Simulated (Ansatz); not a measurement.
## Effective masses and thermopower of CdTe under load (space group I-4m2)

```yaml
crystal:
  lattice:
    - [0.00000, 3.20270, 3.37866]
    - [3.20270, 0.00000, 3.37866]
    - [3.20270, 3.20270, 0.00000]
  atoms:
    - { symbol: Cd, position: [0.00000, 0.00000, 0.00000] }
    - { symbol: Te, position: [0.25000, 0.25000, 0.25000] }
```

Calculation: r2SCAN with spin-orbit coupling, rigid bands (plane waves, PAW; Ansatz, a quantum-chemistry and plane-wave program). Condition of this run: biaxial stress xx = yy = 1 GPa (compression positive) (the target of the relaxation). Geometry: cell and atoms relaxed with r2SCAN, then loaded as said.

```yaml
band_gap: 0.88 eV
electron conductivity mass (300 K, dilute): 0.095 (x), 0.095 (y), 0.097 (z) mₑ
hole conductivity mass (300 K, dilute): 0.35 (x), 0.35 (y), 0.64 (z) mₑ
effective density of states N_c (300 K): 7.1e17 cm⁻³
effective density of states N_v (300 K): 5.0e18 cm⁻³
density_of_states_mass_electrons: 0.093 mₑ
density_of_states_mass_holes: 0.34 mₑ
Seebeck coefficient, n-type 1e19 cm⁻³, 300 K: -62 μV/K
Seebeck coefficient, p-type 1e19 cm⁻³, 300 K: 211 μV/K
best p-type power factor at 300 K for τ = 10 fs (best axis; densities from 1e16 to 1e21 cm⁻³ tried, whether or not they can be reached): 5.2 μW/(cm·K²) at 3e20 cm⁻³
```

Rigid bands; masses and Seebeck coefficients take one relaxation time τ for all states and one kind of carrier; polarons and phonon drag are left out.
